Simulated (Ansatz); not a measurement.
The starting structures come from a database of crystals and need not be the phases stable at ambient conditions.

Crystal: KRb₂ScF₆ (I4/m, not sure to be the ambient phase, 10 atoms a cell, 17.9 Å³ an atom); planes in its conventional cell.

Computed with r2SCAN (plane waves, PAW; Ansatz, an electronic-structure program).

The gap is the functional's own, uncorrected, and κ follows it; spin-orbit coupling is left out. Mid-gap values are interpolated between the computed energies.

```json
[
 {"plane": "(001)", "area of the cell (Å²)": "39.3", "mid-gap κ (1/Å)": "0.52", "largest κ in the gap (1/Å)": "0.52"},
 {"plane": "(110)", "area of the cell (Å²)": "40.4", "mid-gap κ (1/Å)": "…", "largest κ in the gap (1/Å)": "…"},
 {"plane": "(100)", "area of the cell (Å²)": "57.1", "mid-gap κ (1/Å)": "…", "largest κ in the gap (1/Å)": "…"}
]
```

Task: The slowest decay depends on the direction. Supply the withheld values.

Result: 
- (110), mid-gap κ (1/Å): 0.53
- (110), largest κ in the gap (1/Å): 0.53
- (100), mid-gap κ (1/Å): 0.55
- (100), largest κ in the gap (1/Å): 0.56
